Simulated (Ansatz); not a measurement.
The starting structures come from a database of crystals and need not be the phases stable at ambient conditions.

 Where the default PAW files enter, the runs use the earlier of Ansatz's two default sets.

Here is the system:

```xyz
7
Lattice="4.9422 0.0000 0.0000 -0.6856 4.8944 0.0000 2.1283 2.4472 3.7292" Properties=species:S:1:pos:R:3 pbc="T T T"
Na     1.7855     4.8944     1.8646
Na     4.5994     2.4472     1.8646
H      4.2566     4.8944     1.6422
H      2.1283     2.4472     2.0870
H      3.7031     1.0777     0.0000
H      0.5535     3.8168     0.0000
Pd     0.0000     0.0000     0.0000
```

Space group of this cell: I4/mmm. The cell is taken as given.

Transport runs along the normal of the first two printed cell vectors, the (110) plane of the conventional cell.

The gap is the functional's own. No spin-orbit coupling. Mid-gap values are interpolated on the energy grid.

Compute, with r2SCAN run with Ansatz (a program for electronic structure), the band gap and the smallest decay constant κ at mid-gap.

Gap 2.50 eV on a 8×8×8 mesh; κ = 0.335 1/Å, at (0.333, 0.333) of the in-plane reciprocal vectors. At the zone centre, at the nearest computed energy, the slowest state has κ = 0.52 1/Å.
